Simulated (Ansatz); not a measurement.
Fluorite CoSi2 was calculated with PBE-D3(BJ) (Ansatz, a quantum-chemistry and plane-wave program, PAW).

Run with plane-wave cutoff 500 eV, 14×14×14 k mesh, Fermi–Dirac smearing 0.05 eV, no spin polarisation, scalar-relativistic PAW data made under PBE.

Computed at the level's own relaxed cell.

Question: Give the computed equilibrium volume per atom and lattice constant a.

Answer: 
- equilibrium volume per atom: 12.43 Å³/atom
- lattice constant a: 5.304 Å

Measured, for comparison: equilibrium volume per atom 12.87 Å³/atom, lattice constant a 5.365 Å (room temperature, not corrected to a static lattice; as tabulated in Hegde and Bowen (2014), arXiv:1405.1317). Computed (rounded) less measured: equilibrium volume per atom -3.4 %, lattice constant a -1.1 %. A static lattice is as a rule a little smaller and stiffer than an uncorrected measurement, which narrows the difference in the lattice constant a and would widen misses of the other sign.

Cost on a shared machine: roughly 23 core-seconds.
